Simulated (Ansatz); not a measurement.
We consider ZrGeSe (P4/nmm, No. 129, 6 atoms in the cell; start mp-4878), described by LDA in Ansatz (PAW).

Excerpt of the program's output:

```
Relaxation: its limit of steps is 80 (relax.max_steps)
Crystal: 6 atoms, lattice volume = 107.317 Å³
Basis set: ecut = 520 eV, 2887 PW (Γ), exchange–correlation on 60×60×128 points (8 copies of the dense FFT grid, shifted against one another)
Bands: 51, of which v1, the nominal top of the filled ones, is band 42 counted from 1 (41 counted from 0)
Symmetry: 16 space group operations
Space group: P4/nmm (ITA 129), of the structure as read, at distance tolerance 4.8e-5 Å
k-points: 225 of 2048
Functional: x = slater, c = lda
SCF iter   1: F=—  HF=-27359.876429 eV  |F-HF|=—  |Δ(HF+E_count)|=         —  Δρ=6.12e-3  dr2=2.26e-2
SCF iter   2: F=—  HF=-27359.873071 eV  |F-HF|=—  |Δ(HF+E_count)|=   3.36e-3  Δρ=3.50e-3  dr2=8.87e-3
  ...
SCF 1 converged in 8 iterations: F = -27359.871902 eV  dr2 = 3.92e-8
Crystal: 6 atoms, lattice volume = 107.317 Å³
Initial density: handed on by an earlier stage of this run
SCF 2 converged in 7 iterations: F = -27359.870321 eV  dr2 = 2.99e-8
Crystal: 6 atoms, lattice volume = 107.317 Å³
SCF 3 converged in 11 iterations: F = -27359.872188 eV  dr2 = 4.45e-13
Crystal: 6 atoms, lattice volume = 107.317 Å³
SCF 4 converged in 5 iterations: F = -27359.872193 eV  dr2 = 5.49e-10
Crystal: 6 atoms, lattice volume = 107.317 Å³
SCF iter   4: F=—  HF=-27359.872193 eV  |F-HF|=—  |Δ(HF+E_count)|=  2.18e-11  Δρ=8.05e-8  dr2=2.26e-11
SCF iter   5: F=-27359.872193 eV  HF=-27359.872193 eV  |F-HF|=0.00e0  |Δ(HF+E_count)|=  7.28e-12  Δρ=2.96e-8  dr2=4.85e-12
SCF 5 converged in 5 iterations: F = -27359.872193 eV  dr2 = 4.85e-12
SCF converged after 5 iterations
Free energy (F): -27359.872193 eV
Internal energy: -27359.864532 eV  (E = F + TS)
E sigma→0 (E₀):  -27359.868363 eV
Fermi energy:    14.834980 eV
--- Forces (eV/Å), atoms counted from 1 ---
  atom   1  Zr     0.00000000     0.00000000    -0.00341800
  atom   2  Zr    -0.00000000     0.00000000     0.00341800
  atom   3  Ge     0.00000000     0.00000000     0.00000000
  atom   4  Ge    -0.00000000     0.00000000    -0.00000000
  atom   5  Se     0.00000000     0.00000000     0.00201510
  atom   6  Se    -0.00000000     0.00000000    -0.00201510
--- Stress (GPa, compression-positive) ---
        2.626408      -0.000000      -0.000000
       -0.000000       2.626408       0.000000
       -0.000000       0.000000       2.646870
  P = ⅓ Tr σ = 2.6332 GPa (26.332 kbar)
```

Question: Write an input file that could have produced this run (the log leaves some choices open).

Answer: Several could match; the one computed here: 
Ansatz 0.2 input:
```yaml
crystal:
  lattice:
    - [3.6313724955, 0.0, 0.0]
    - [0.0, 3.6313724955, 0.0]
    - [0.0, 0.0, 8.1381507614]
  atoms:
    - { symbol: Zr, position: [0.0, 0.5, 0.7365611375] }
    - { symbol: Zr, position: [0.5, 0.0, 0.2634388625] }
    - { symbol: Ge, position: [0.0, 0.0, 0.0] }
    - { symbol: Ge, position: [0.5, 0.5, 0.0] }
    - { symbol: Se, position: [0.5, 0.0, 0.6198871902] }
    - { symbol: Se, position: [0.0, 0.5, 0.3801128098] }
basis:
  ecutwfc: 520
  ecutrho_ratio: 4
  xc_grid: 2
kpoints:
  mp_grid: { grid: [16, 16, 8] }
hamiltonian:
  xc: lda
  dispersion: none
  pseudopotentials: { kind: paw }
scf:
  occupations: { method: fermi_dirac, width: 0.05 }
output:
  forces: true
  stress: true
  eigenvalues: true
relax:
  f_tol: 0.004
  escape_saddle: false
  max_steps: 80
  cell: { stress_tol: 0.02, fix: [volume] }
```

The cell is one volume of an energy–volume scan, off the minimum.

The PAW data were made under PBE.

Note: the relaxation could not lower the start's symmetry, so the cell can be a saddle point above a distorted one.

Cost on a shared machine: around 9 core-minutes (rough).

A start named mp-… is a Materials Project structure, which need not be a measured phase.

Ansatz is a program for electronic structure.
